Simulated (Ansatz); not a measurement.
The reference is HfN in the rock salt structure (space group Fm-3m, No. 225; relaxed with 0.1 eV smearing).

```
CELL_PARAMETERS angstrom
      0.00000     2.25092     2.25092
      2.25092     0.00000     2.25092
      2.25092     2.25092     0.00000
ATOMIC_POSITIONS crystal
  Hf 0.00000 0.00000 0.00000
  N  0.50000 0.50000 0.50000
```

Cartesian axes are those of the cell as printed.

The values are results of PBEsol (Ansatz, a program for electronic structure), spin-orbit coupling left out, not measurements.

Perturbation: an isotropic linear strain of +1.50 %, atoms relaxed at fixed cell.

Problem. Predict the stress tensor and what it implies for the stiffness.

Solution. Stress of the strained cell less that of the base (GPa, compression positive):
```
  -11.5     0.0     0.0
    0.0   -11.5     0.0
    0.0     0.0   -11.5
```

Then B = −ΔP/(ΔV/V₀) with ΔV/V₀ = 0.0457 gives secant stiffness values (nonlinear terms included at this strain): B ≈ 252 GPa.

As a check, the harmonic strain energy −½ V₀ Δσ:ε is 18 meV/atom; the computed energy rise is 19 meV/atom.

No phonon test of stability was made. The final runs are not spin-polarised.
